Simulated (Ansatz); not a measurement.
For YF₂ (model structure, started from the MoS2 type, P6₃/mmc, No. 194, 6 atoms in the cell), PBE in Ansatz (plane waves, PAW) gives:

* **lattice parameter a**: 3.407 Å
* **c axis length**: 11.402 Å
* **cohesive energy**: 5.32 eV/atom

**Question.** What does r²SCAN+rVV10 (Ansatz, an electronic-structure program, PAW) give for the same quantities?

**Answer.** 
- lattice constant a: 3.391 Å (falls by 0.5 %)
- lattice parameter c: 9.178 Å (drops by 20 %)
- cohesive energy: 5.47 eV/atom (increases by 0.15 eV/atom)

Changes are worked out from the printed values.

Unless a cell is named, each level is at its own relaxed cell (PBE 19.11, r²SCAN+rVV10 15.23 Å³/atom).

Ansatz's density-functional and Hartree–Fock values are scalar-relativistic unless marked +SOC, with PAW data made under PBE.

A model structure was made by putting elements into a prototype or built by hand; it is no filed structure, need not be a known phase, and can be a saddle point held by its symmetry.
